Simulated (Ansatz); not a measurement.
Cells marked so need not be the phases stable at ambient conditions, and some may be hypothetical.

 Where the default PAW files enter, the runs use the earlier of Ansatz's two default sets.

The gap is the functional's own, uncorrected, and κ follows it; spin-orbit coupling is left out. Mid-gap values are interpolated between the computed energies.

A. TlCl (Fm-3m, rock salt, not sure to be the ambient phase, 2 atoms a cell, 33.7 Å³ an atom), along the normal of (111)
B. Li$_{9}$S$_{3}$N (Pm-3m, not sure to be the ambient phase, 13 atoms a cell, 12.5 Å³ an atom), along the normal of (110)
C. Ca(HO)$_{2}$ (P-3m1, not sure to be the ambient phase, 5 atoms a cell, 10.6 Å³ an atom), along the normal of (111)

Order them by mid-gap decay constant of the slowest evanescent state (highest first) at the level PBEsol (Ansatz, a quantum-chemistry and plane-wave program).

C (0.36 1/Å), B (0.26 1/Å), A (0.23 1/Å)
